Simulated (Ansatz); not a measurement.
An Ansatz (an electronic-structure program) input (PBEsol, PAW, 420 eV (Ansatz; no spin-orbit coupling)):

Ansatz 0.2 input:
```yaml
crystal:
  lattice:
    - [1.8918835633, 1.0922794845, 9.2999126227]
    - [-1.8918835633, 1.0922794845, 9.2999126227]
    - [0, -2.1845589691, 9.2999126227]
  atoms:
    - { symbol: Zn, position: [0.0000134444, 0.0000134444, 0.0000134444] }
    - { symbol: Zn, position: [0.7777028928, 0.7777028928, 0.7777028928] }
    - { symbol: Zn, position: [0.5554269082, 0.5554269082, 0.5554269082] }
    - { symbol: S, position: [0.9167352846, 0.9167352846, 0.9167352846] }
    - { symbol: S, position: [0.4721738607, 0.4721738607, 0.4721738607] }
    - { symbol: S, position: [0.6946046091, 0.6946046091, 0.6946046091] }
basis: { ecutwfc: 420, ecutrho_ratio: 4, xc_grid: 2, fft_grid_basis: typed }
kpoints: { mp_grid: { grid: [14, 14, 14] } }
hamiltonian:
  xc: pbesol
  dispersion: none
  pseudopotentials: { kind: paw }
total_charge: -0.807154
scf: { occupations: { method: fermi_dirac, width: 0.0259 }, convergence: { dr2_threshold: 0.0000000006 } }
relax: { f_tol: 0.005, max_steps: 30 }
output: { forces: true, stress: true }
checkpoint: { write: state.ck, write_every: 1000 }
```

Which symmetry and how many k-points will the program report, and about how many plane waves at Γ?

Space group R3m (ITA 160) with 6 operations, k-points 288 of 2744, and 2269 plane waves at Γ.

Charged cell with a jellium background: band edges are those of the host's band count, energies are not comparable with the neutral cell, and many-body gap narrowing is missing. Whether these cells are dynamically stable was not tested. The cell was made from ZnS (space group R3m, No. 160) by this change: electrons 7.0×10^21 cm⁻³. This is not the structure that ZnS has at room temperature and ambient pressure.
